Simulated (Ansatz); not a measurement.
An Ansatz (a quantum-chemistry and plane-wave program) run: ZrSe2 with a change (uniaxial strain ε_zz = −2.00 %); PBEsol-D3(BJ), PAW, 420 eV (Ansatz; no spin-orbit coupling).

Input:

Ansatz 0.2 input:
```yaml
crystal:
  lattice:
    - [3.6598176786, 0, 0]
    - [-1.8299088393, 3.1694950828, 0]
    - [0, 0, 5.7244163636]
  atoms:
    - { symbol: Zr, position: [0, 0, 0] }
    - { symbol: Se, position: [0.3333333333, 0.6666666667, 0.2753482735] }
    - { symbol: Se, position: [0.6666666667, 0.3333333333, 0.7246517265] }
basis: { ecutwfc: 420, ecutrho_ratio: 4, xc_grid: 2, fft_grid_basis: typed }
kpoints: { mp_grid: { grid: [18, 18, 10] } }
hamiltonian:
  xc: pbesol
  dispersion: d3bj
  pseudopotentials: { kind: paw }
scf: { occupations: { method: fermi_dirac, width: 0.1 }, convergence: { dr2_threshold: 0.0000000003 } }
relax: { f_tol: 0.005, max_steps: 50 }
output: { forces: true, stress: true }
checkpoint: { write: state.ck, write_every: 1000 }
```

Output (explanatory and most iteration lines left out):

```
Relaxation: its limit of steps is 50 (relax.max_steps)
Pseudopotential: Zr, paw, valence charge 12
Pseudopotential: Se, paw, valence charge 16
Crystal: 3 atoms, lattice volume = 66.402 Å³
Basis set: ecut = 420 eV, 1303 PW (Γ), exchange–correlation on 50×50×80 points (8 copies of the dense FFT grid, shifted against one another)
Bands: 27, of which v1, the nominal top of the filled ones, is band 22 counted from 1 (21 counted from 0)
Symmetry: 12 space group operations
Space group: P-3m1 (ITA 164), of the structure as read, at distance tolerance 4.0e-5 Å
k-points: 330 of 3240
Functional: x = pbesol(κ = 0.804, μ = 0.12345679012345678), c = pbesol(β = 0.046)
SCF iter   1: F=—  HF=-14982.267128 eV  |F-HF|=—  |Δ(HF+E_count)|=         —  Δρ=2.53e-3  dr2=4.27e-3  ethr=1.77e-3  ⟨swp⟩=5.2  Hψ=35119  notcnv=0
SCF iter   2: F=—  HF=-14982.266119 eV  |F-HF|=—  |Δ(HF+E_count)|=   1.01e-3  Δρ=1.51e-3  dr2=1.56e-3  ethr=9.71e-6  ⟨swp⟩=2.4  Hψ=19017  notcnv=0
SCF 1 converged in 9 iterations: F = -14982.265996 eV  dr2 = 1.89e-10
relax step   1: F+E_penalty+E_count = -14982.26599626 eV  Δ(F+E_penalty+E_count) = +0.000e0 eV  max|allowed force component| = 2.832e-1 eV/Å  Δτ_max = 0.0000 Å  (9 SCF iters, accepted)
Crystal: 3 atoms, lattice volume = 66.402 Å³
SCF iter   1: F=—  HF=-14982.249024 eV  |F-HF|=—  |Δ(HF+E_count)|=         —  Δρ=5.03e-3  dr2=1.71e-2  ethr=3.49e-5  ⟨swp⟩=1.0  Hψ=32077  notcnv=0
SCF iter   2: F=—  HF=-14982.245114 eV  |F-HF|=—  |Δ(HF+E_count)|=   3.91e-3  Δρ=2.60e-3  dr2=4.91e-3  ethr=3.49e-5  ⟨swp⟩=1.6  Hψ=9652  notcnv=0
SCF 2 converged in 9 iterations: F = -14982.243854 eV  dr2 = 2.50e-10
relax step   2: F+E_penalty+E_count = -14982.24385408 eV  Δ(F+E_penalty+E_count) = +2.214e-2 eV  max|allowed force component| = 5.940e-1 eV/Å  Δτ_max = 0.0700 Å  (9 SCF iters, rejected (line search))
Crystal: 3 atoms, lattice volume = 66.402 Å³
SCF iter   1: F=—  HF=-14982.274749 eV  |F-HF|=—  |Δ(HF+E_count)|=         —  Δρ=3.54e-3  dr2=8.77e-3  ethr=1.90e-4  ⟨swp⟩=3.9  Hψ=20702  notcnv=0
SCF iter   2: F=—  HF=-14982.272888 eV  |F-HF|=—  |Δ(HF+E_count)|=   1.86e-3  Δρ=1.81e-3  dr2=2.28e-3  ethr=1.99e-5  ⟨swp⟩=1.0  Hψ=11550  notcnv=0
SCF 3 converged in 9 iterations: F = -14982.272292 eV  dr2 = 2.60e-10
relax step   3: F+E_penalty+E_count = -14982.27229158 eV  Δ(F+E_penalty+E_count) = -6.295e-3 eV  max|allowed force component| = 1.501e-2 eV/Å  Δτ_max = 0.0211 Å  (9 SCF iters, accepted)
Crystal: 3 atoms, lattice volume = 66.402 Å³
SCF iter   1: F=—  HF=-14982.272321 eV  |F-HF|=—  |Δ(HF+E_count)|=         —  Δρ=8.69e-5  dr2=4.78e-6  ethr=1.22e-7  ⟨swp⟩=2.0  Hψ=16507  notcnv=0
SCF iter   2: F=—  HF=-14982.272310 eV  |F-HF|=—  |Δ(HF+E_count)|=   1.10e-5  Δρ=4.49e-5  dr2=1.42e-6  ethr=1.09e-8  ⟨swp⟩=1.0  Hψ=11552  notcnv=0
SCF 4 converged in 6 iterations: F = -14982.272309 eV  dr2 = 2.14e-10
relax step   4: F+E_penalty+E_count = -14982.27230945 eV  Δ(F+E_penalty+E_count) = -1.786e-5 eV  max|allowed force component| = 2.421e-4 eV/Å  Δτ_max = 0.0012 Å  (6 SCF iters, accepted)
SCF converged after 6 iterations
Free energy (F): -14982.272309 eV
Internal energy: -14982.257031 eV  (E = F + TS)
E sigma→0 (E₀):  -14982.264670 eV
Entropy (-TS):   -0.015279 eV (-5.093 meV/atom)
Fermi energy:    11.065888 eV
  E_disp       = -1.266049  (pairwise vdW)
--- Forces (eV/Å), atoms counted from 1 ---
  atom   1  Zr    -0.00000000     0.00000000     0.00000000
  atom   2  Se     0.00000000     0.00000000    -0.00024211
  atom   3  Se     0.00000000    -0.00000000     0.00024211
--- Stress (GPa, compression-positive) ---
        0.412344       0.000000       0.000000
        0.000000       0.412344      -0.000000
        0.000000      -0.000000       1.913989
  P = ⅓ Tr σ = 0.9129 GPa (9.129 kbar)
--- Relaxed structure (4 steps of the walk, 3 accepted, 0 SCFs on fresh bases) ---
  atoms:
    - { symbol: Zr, position: [-3.4976944733483893e-35, 2.109880778027625e-37, 0.0] }
    - { symbol: Se, position: [0.3333333333333333, 0.6666666666666666, 0.27925340482396976] }
    - { symbol: Se, position: [0.6666666666666666, 0.3333333333333333, 0.7207465951760301] }
```

Stability against distortions was not tested. The final runs are not spin-polarised. The cell was made from ZrSe$_{2}$ in the CdI2 type structure (space group P-3m1, No. 164; layered, stacked along the Cartesian z axis) by this change: uniaxial strain ε_zz = −2.00 %.
